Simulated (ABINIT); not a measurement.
Troubleshooting ABINIT: a failed run on Na₂AlCuF₆ (Fm-3m, 10 atoms in the cell). The aim is a self-consistent single point with DFT, LDA (PW92), plane waves, PAW (JTH v2.0 LDA PAW).

Cell that was meant: a = 5.7295 Å, b = 5.7295 Å, c = 5.7295 Å, α = 60.00°, β = 60.00°, γ = 60.00°.

Part of the input:

```
ngkpt 3 3 3
nshiftk 1
shiftk 0 0 0
nstep 2
tolvrs 1.0e-12
prtwf 0
prtden 0
```

Log, with long lists cut:

```
--- !BeginCycle
solver: {iscf: 17, nstep: 2, nline: 4, wfoptalg: 10, }
tolerances: {tolvrs: 1.00E-12, }
...

     iter   Etot(hartree)      deltaE(h)  residm     nres2
 ETOT  1  -434.08807616241    -4.341E+02 4.192E+01 1.452E+02
 ETOT  2  -443.72159800095    -9.634E+00 2.011E+00 5.309E+02

 Cartesian components of stress tensor (hartree/bohr^3)
  sigma(1 1)=  1.83144430E-02  sigma(3 2)=  0.00000000E+00
  sigma(2 2)=  1.83144430E-02  sigma(3 1)=  0.00000000E+00
  sigma(3 3)=  1.83144430E-02  sigma(2 1)=  0.00000000E+00
 scprqt:  WARNING -
  nstep=    2 was not enough SCF cycles to converge;
  density residual=  5.309E+02 exceeds tolvrs=  1.000E-12

 ----iterations are completed or convergence reached----

 reduced coordinates (array xred) for   10 atoms
       0.750000000000      0.750000000000      0.750000000000
   [... lines left out ...]
 Fermi (or HOMO) energy (eV) =  -2.86795   Average Vxc (eV)=  -9.96342
   [... lines left out ...]
 prteigrs : prtvol=0 or 1, do not print more k-points.

--- !EnergyTerms
kinetic             :  9.05319940128915E+01
hartree             :  1.37717065451356E+02
xc                  : -2.83037418672140E+01
Ewald energy        : -2.30236112134041E+02
psp_core            :  9.18307108770226E+00
local_psp           : -3.59045743911034E+02
internal            : -4.34532528762492E+02
'-kT*entropy'       : -5.34200660695908E-18
total_energy        : -4.34532528762492E+02
total_energy_eV     : -1.18242314398127E+04
...

-Cartesian components of stress tensor (GPa)         [Pressure= -5.3883E+02 GPa]
- sigma(1 1)=  5.38829424E+02  sigma(3 2)=  0.00000000E+00
- sigma(2 2)=  5.38829424E+02  sigma(3 1)=  0.00000000E+00
- sigma(3 3)=  5.38829424E+02  sigma(2 1)=  0.00000000E+00

 Calculation completed.
```

What caused this, and what should be changed?

The fault is an iteration limit that is too low. The loop is cut before its threshold is met, so whatever is printed at the end is not self-consistent. To fix it, raise the limit, or leave it to the default. The run ended unconverged after 2 iterations.

The sound input it was made from differs as follows (other fixes are possible):
```diff
-nstep 2
+nstep 60
```

With that input, the run converged in 20 iterations: free energy E − TS -12054.50 eV; top of the valence band (on the code's own zero) 2.74 eV; gap on the k-point mesh 0.13 eV; pressure -9.48 GPa; largest force (vector length) 0.343 eV/Å (DFT, LDA (PW92), plane waves, PAW (JTH v2.0 LDA PAW)).

On the sound input: the starting cell comes from a database of computed structures (which also holds hypothetical and non-ambient phases and stackings), without a prior relaxation at this level. Its lattice was rescaled by a random factor within 2.5 % of one. Spin polarisation is off, so a magnetic state, if there is one, cannot be reached. With a pressure of about -9 GPa the cell is away from its equilibrium volume at this level.
